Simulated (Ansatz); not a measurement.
InP (model structure, within 0.1 Å of P6₄22, No. 181, 6 atoms in the cell), treated with r²SCAN+rVV10 (Ansatz, a quantum-chemistry and plane-wave program, PAW).

Numerical settings: plane-wave cutoff 560 eV, 18×18×6 k mesh (along the axes of the cell as run), Fermi–Dirac smearing 0.05 eV, scalar-relativistic PAW data made under PBE.

Cell (relaxed at this level):

```
InP
1.0
    4.12126     0.00000     0.00000
   -2.06063     3.56912     0.00000
    0.00000     0.00000     9.32440
In P
3 3
Direct
  0.00000   0.49913   0.66667
  0.50087   0.50087   0.00000
  0.49913   0.00000   0.33333
  0.00000   0.49953   0.16667
  0.50047   0.50047   0.50000
  0.49953   0.00000   0.83333
```

Q: Estimate the band gap that the calculation returns.

A: 
- band gap: 0.49 eV (on the SCF k mesh)

Spin–orbit coupling is not included.

Static lattice: no zero-point or thermal effects.

The result took around 19 core-minutes (rough).

A model structure was made by putting elements into a prototype or built by hand; it is no filed structure, need not be a known phase, and can be a saddle point held by its symmetry.
